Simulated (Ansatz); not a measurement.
The reference is BP in the zinc blende structure (space group F-43m, No. 216; a = 4.5366 Å).

Modification: cell and atoms relaxed at a pressure of 18 GPa.

Levels (all Ansatz, a first-principles code, PAW): r2SCAN (500 eV, spin-orbit coupling left out); HSE06+SOC (420 eV, spin-orbit coupling included).

The geometry is relaxed with r2SCAN.

- r2SCAN band gap: 1.28 eV
- r2SCAN valence-band top at Γ: 0.00, 0.00, 0.00 eV

**Question.** What does HSE06+SOC give at this geometry for the band gap and valence-band top at Γ?

**Answer.** The band gap rises by 0.536 eV to 1.81 eV; the valence-band top at Γ (three highest Kramers pairs, from the VBM) goes from 0.00, 0.00, 0.00 eV to 0.00, 0.00, -0.04 eV. The threefold valence maximum splits by Δso ≈ 44 meV.

Single points use the geometry relaxed with r2SCAN. Their cutoffs differ, which shifts pressures a little. The hybrid gap comes from the SCF mesh plus the semilocal run's edge points and a few special points and is an upper bound. Differences between runs with and without spin-orbit coupling are approximate. Load acts through the strain it causes; cell and atoms are relaxed under it. No phonon test of stability was made. Competing high-pressure phases were not computed.
